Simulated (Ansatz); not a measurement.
# A short convergence ladder for SnSe2 (P3m1, 3 atoms in the cell)

```xyz
3
Lattice="1.8993 -3.2897 0.0000 1.8993 3.2897 0.0000 0.0000 0.0000 6.1216" Properties=species:S:1:pos:R:3 pbc="T T T"
Sn     0.0000     0.0000     0.0500
Se     1.8993     1.0966     1.5304
Se     1.8993    -1.0966     4.5912
```

Base method: LDA (PW92), PAW files made with PBE (plane waves; Ansatz, a program for electronic structure).

Base settings: basis.ecutwfc = 420 eV; kpoints.mp_grid.grid = 8 8 4; hamiltonian.xc = lda; hamiltonian.pseudopotentials = {kind: paw} (the program's default PAW files); scf.occupations.method = fermi_dirac; scf.occupations.width = 0.05 eV.

**The width of Fermi-Dirac smearing**

The mesh stays at the base's, so the ladder's end is converged at best in this setting alone.

Only quantities that move along the ladder and can be compared are tabulated.

| scf.occupations.width | free energy less the last step's (meV/atom) | pressure (GPa) | largest difference of a force vector from the last step's (eV/Å) |
|---|---|---|---|
| 1 eV | -610.91 | 7.63 | 0.937 |
| 0.5 eV | -110.70 | 3.14 | 0.371 |
| 0.2 eV | -6.03 | 1.41 | 0.057 |
| 0.1 eV | -0.31 | 1.25 | 0.006 |
| 0.02 eV | 0.00 | 1.24 | 0.000 |

Widest scf.occupations.width that holds the forces within 0.02 eV/Å of the last step, with all finer ones: 0.1 eV; the step before is off by 0.057 eV/Å.

Widest scf.occupations.width that holds the free energy within 5 meV/atom of the last step, with all finer ones: 0.1 eV; the step before is off by 6.0 meV/atom.

Widest scf.occupations.width that holds the pressure within 0.05 GPa of the last step, with all finer ones: 0.1 eV; the step before is off by 0.17 GPa.

On the base run: the starting cell has typed, rounded lattice constants, without a prior relaxation at this level. Its lattice was rescaled by up to half a per cent. One atom was moved a little off its site on purpose. Ansatz's pressure includes its estimate of the finite-basis (Pulay) stress.

Keys are those of Ansatz 0.2.
